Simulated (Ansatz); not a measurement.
TiO2: stress against strain

TiO2 (rutile, P4_2/mnm, 10.651 Å³/atom at rest, c along z) under an equal strain ε in the (001) plane with the normal axis free, as in a coherent film. PBE in Ansatz, a plane-wave DFT program (PAW, default set), 420 eV, 7×7×11 Γ-centred mesh, Fermi-Dirac smearing 0.05 eV; ions are relaxed within the symmetry of each cell. Stress is positive for a compressed cell.

Here s stands for strain and y for stress xx.

| strain (%) | stress xx (GPa) |
|---|---|
| -3.00 | ? |
| -1.20 | 4.21 |
| -0.60 | 2.06 |
| 0.00 | 0.00 |
| 0.60 | -1.95 |
| 1.20 | -3.79 |

Using a straight line, estimate the missing y at s = -3.00 from the other rows, showing the fit.

Means: s 0, y 0.106. About the means, the sum of products is -12.006 and the sum of squares of s is 3.6000; the slope is their ratio. Least squares gives y = 0.106 - 3.3350·s. Residuals (row less fit): 0.102, -0.047, -0.106, -0.055, 0.106; standard error 0.113 (degrees of freedom: 3). The slope gives the biaxial elastic modulus of this plane = 334 ± 6 GPa. At the withheld row, y = 0.106 - 3.3350 × (-3.0) = 10.111 GPa. The calculation gives 11.19 GPa, 1.079 GPa above the prediction (7.2 % of the range of y in the table). The row lies outside the fitted rows, so this is an extrapolation. From the scatter of the fitted rows alone, a prediction at this place has a standard error of 0.217 GPa, so the miss is 5.0 times that.

One order more, fitted to all 11 runs of the series, follows each within 0.03, so the miss is the next term of a smooth law. The primitive cell can neither tilt nor turn polar against its symmetry, as such crystals can under strain. Rows are the converged runs of the series near zero and its far end; series whose fitted rows scatter by over a few per cent of the range, as at a crossing or softening among them, aren't shown in this form. Most that stay on the fit to the last digits aren't either.
